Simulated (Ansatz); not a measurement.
# Pressure series in CuI

Start from CuI in the wurtzite structure (space group P6_3mc, No. 186; a = 4.187 Å, c = 6.898 Å).

Cell and atoms are relaxed at each pressure.

Calculations: PBEsol/PAW in Ansatz (an electronic-structure program), without spin-orbit coupling.

Candidates:
(a) pressure 3 GPa
(b) pressure −2 GPa
(c) pressure 0.7 GPa

Before the change:

| Quantity | Result |
|---|---|
| Band gap | 1.22 eV |

Order them by band gap, highest first.

(a) pressure 3 GPa (1.38 eV), (c) pressure 0.7 GPa (1.26 eV), (b) pressure −2 GPa (1.09 eV)

Spin-orbit coupling, missing from the scalar runs, can matter with I. Load acts through the strain it causes; cell and atoms are relaxed under it. Whether these cells are dynamically stable was not tested. Tetrahedral semiconductors of this kind turn to denser phases somewhere between about 1 and 50 GPa; those were not computed, so compressed cells here can lie past the real transition. The final runs are not spin-polarised. This is not the structure that CuI has at room temperature and ambient pressure.
